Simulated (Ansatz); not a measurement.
How the band gap of BaCd₂Sb₂ (P-3m1, No. 164; start mp-8150) moves with the method

No measured value is used here.

```
level (code)              value (eV)
-------------------  ---------------
LDA (Ansatz)                    0.00
PBEsol (Ansatz)                 0.00
PBEsol+SOC (Ansatz)             0.00
r²SCAN (Ansatz)           (withheld)
r²SCAN+SOC (Ansatz)  0.08 (indirect)
```

Problem. What belongs in the gaps?

Solution. 
- r²SCAN (Ansatz, a first-principles code), value (eV): 0.29

Computed values are for a static lattice. Spin–orbit coupling is included only where a level's name says +SOC; with heavier elements it mostly lowers gaps and can invert bands. A gap of zero means that the bands touch or overlap; how far they overlap is not shown.  r²SCAN, r²SCAN+SOC: the gap is read on the k mesh or supercell of the run alone and can be too large. Values are at the PBEsol cell. Cutoffs differ between the levels. Ansatz's density-functional and Hartree–Fock values are scalar-relativistic unless marked +SOC, with PAW data made under PBE.

A start named mp-… is a Materials Project structure, which can be a computed phase never made.
